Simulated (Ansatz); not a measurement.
Band edges of zincblende BeTe (F-43m) under biaxial stress in the (001) plane

Cell and atoms are relaxed with r2SCAN to each stress (compression positive); bands and masses by r2SCAN with spin-orbit coupling, rigid bands (plane waves, PAW; Ansatz, an electronic-structure program). Strains are changes of length against the unloaded cell.

```cif
data_BeTe
_chemical_formula_sum 'Be1 Te1'
_space_group_name_H-M_alt 'P 1'
_space_group_IT_number 1
_cell_length_a 4.00027
_cell_length_b 4.00027
_cell_length_c 4.00027
_cell_angle_alpha 60.000
_cell_angle_beta 60.000
_cell_angle_gamma 60.000
loop_
_space_group_symop_operation_xyz
  'x, y, z'
loop_
_atom_site_label
_atom_site_type_symbol
_atom_site_fract_x
_atom_site_fract_y
_atom_site_fract_z
_atom_site_occupancy
Be1 Be 0.00000 0.00000 0.00000 1
Te1 Te 0.75000 0.75000 0.75000 1
```

| stress (GPa) | strain [001] (%) | strain [100] (%) | gap (eV) | mₑ* [001] | mₑ* [100] | mₕ* [001] | mₕ* [100] |
|---|---|---|---|---|---|---|---|
| -2.00 | -1.50 | 1.95 | 1.927 | 2.3 | 0.29 | 0.33 | 0.41 |
| -1.00 | -0.71 | 0.94 | 2.009 | 1.83 | 0.28 | 0.39 | 0.43 |
| 0 | 0 | 0 | 2.087 | 0.38 | 0.38 | 0.40 | 0.40 |
| 1.00 | 0.65 | -0.87 | 1.995 | 0.27 | 0.47 | 0.44 | 0.40 |
| 2.00 | 1.25 | -1.69 | 1.905 | 0.27 | 0.47 | 0.41 | 0.35 |

[001] is the normal of the loaded plane; [010] strains as [100]. Masses are conductivity masses at 300 K in electron masses.

From the two loads next to zero, find the biaxial modulus and the ratio of out-of-plane to in-plane strain.

Between -1.00 and 1.00 GPa the strain along [100] changes by -1.81 % and that along [001] by 1.36 %. The modulus is 2.00/0.0181 = 110 GPa and the ratio of the strains 0.75 (r2SCAN, atoms relaxed). For a cubic (001) plane the ratio is 2C₁₂/C₁₁ and the modulus C₁₁ + C₁₂ − 2C₁₂²/C₁₁, which gives C₁₁ ≈ 101 GPa and C₁₂ ≈ 38 GPa.

How fast does the gap move on either side of zero load?

Under tension, (2.009 − 2.087) eV over -1.00 GPa = 78 meV/GPa, or about -8.3 eV per unit strain; under compression, (1.995 − 2.087) eV over 1.00 GPa = -92 meV/GPa, or about 11 eV per unit strain. The two slopes part by 170 meV/GPa; gaps are resolved to about 0.01 eV, which allows 20 meV/GPa, so they differ, even in sign: the gap has a turning point near zero load.

Take the carrier density and the relaxation time as fixed, so that ρ ∝ m*. What gauge factor (Δρ/ρ)/ε follows for current along [100] at the loads next to zero?

electrons at -1.00 GPa: (0.28/0.38 − 1)/0.0094 ≈ -28; electrons at 1.00 GPa: (0.47/0.38 − 1)/-0.0087 ≈ -27. These are means over a finite load; the small-strain gauge factor differs, most where the load has already emptied the upper valleys or bands. Carriers and loads whose mass moves by under 12 % aren't resolved and aren't listed. The change of shape, which adds a term of order 1 to 2, and that of the scattering between valleys or bands are left out.

Masses are those of dilute carriers in rigid bands with one relaxation time, without polarons. Third decimals of gaps are kept for the arithmetic. Every relaxation keeps the zincblende phase (space group I-4m2 under this load), so a transition, a distortion that breaks the symmetry or fracture can't show.
